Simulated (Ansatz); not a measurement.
Base system: Pb in the fcc (Cu type) structure (space group Fm-3m, No. 225; a = 4.934 Å; relaxed with 0.1 eV smearing). Axes: x, y, z lie along the cube axes.

Calculations: PBEsol (Ansatz, an electronic-structure program), no spin-orbit coupling.

Before the change:

- Shortest interatomic distance = 3.489 Å
- Pressure = 0.0 GPa
- Band gap = zero

Perturbation: tensor shear ε_xy = +1.71 % (engineering shear γ = 0.0342); the atoms relax in the strained cell.

What happens to the energy relative to the base?

The energy grows by 2.2 meV/atom.

How does this affect the shortest interatomic distance?

The shortest interatomic distance shrinks by 0.060 Å (3.489 Å → 3.429 Å).

What does the calculation give for the pressure after the change?

The pressure (mean of the normal stresses, compression positive) stays essentially unchanged (0.0 GPa against 0.1 GPa).

Predict the new band gap.

The band gap remains zero.

No phonon test of stability was made.
